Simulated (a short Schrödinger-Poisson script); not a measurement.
Structure: gated Al0.3Ga0.7As/GaAs δ-doped gas, at 300 K.

| layer | material | thickness (nm) | Na (cm⁻³) |
|---|---|---|---|
| 1 | Al0.3Ga0.7As | 8 | - |
| 2 | Al0.3Ga0.7As | 10 | - |
| 3 | GaAs | 6000 | 1e14 |

Constants are typed, rounded textbook-type inputs, not results; the design itself was drawn at random and stands for no fabricated device. Al0.3Ga0.7As: permittivity 12.05, conduction-band edge (eV) 0.237, gap (eV) 1.798, electron mass (mₑ) 0.0919, Nv at 300 K (cm⁻³) 9e18. GaAs: permittivity 12.9, conduction-band edge (eV) 0, gap (eV) 1.424, Nv at 300 K (cm⁻³) 9e18.

Channel valleys (confinement mass, in-plane density-of-states mass, number): Γ 0.067, 0.067, 1. At the gate the conduction-band edge of layer 1 lies 0.99 eV − eVg above the Fermi level of the channel; the field vanishes at the back. Sheet of ionised δ-doping: +1.7e12 e/cm² at 8 nm from the gate. The barrier under the gate holds no holes. Gaps are held at their typed values at every temperature. Mesh 0.08 nm at interfaces.

From a short Schrödinger-Poisson script (our own, NumPy): 1D Poisson equation in equilibrium, electrons quantum, Hartree (BenDaniel-Duke, 40 states a valley, the channel's in-plane mass for all, wave functions free to enter the barrier), parabolic valleys, classical holes, full ionisation, no traps, pinning or gate leakage.

The same stack at other levels of the model or other numerical settings:

```csv
run,sheet density of all electrons at Vg = 0.5 V (cm⁻²),capacitance at Vg = 0.5 V (μF/cm²),centroid of the channel electrons at Vg = 0.5 V (nm),rough cost against the base
base,5.87e10,0.172,39.17,about 1
"electrons treated as classical, Boltzmann",6.23e10,0.184,?,0.05
"electrons treated as classical, Fermi-Dirac",6.21e10,0.183,36.50,0.2
"electrons treated as quantum, Hartree plus LDA exchange-correlation",6.17e10,0.180,37.90,about 1
mesh six times as coarse,5.95e10,0.172,?,0.3
one subband a valley,?,0.129,35.17,0.3
```

Question: Some entries are withheld; supply them.

Answer: 
- electrons treated as classical, Boltzmann, centroid of the channel electrons at Vg = 0.5 V (nm): 36.38
- mesh six times as coarse, centroid of the channel electrons at Vg = 0.5 V (nm): 39.53
- one subband a valley, sheet density of all electrons at Vg = 0.5 V (cm⁻²): 3.15e10

The classical rows ignore confinement, and Boltzmann statistics overrate the density once the band edge passes the Fermi level.
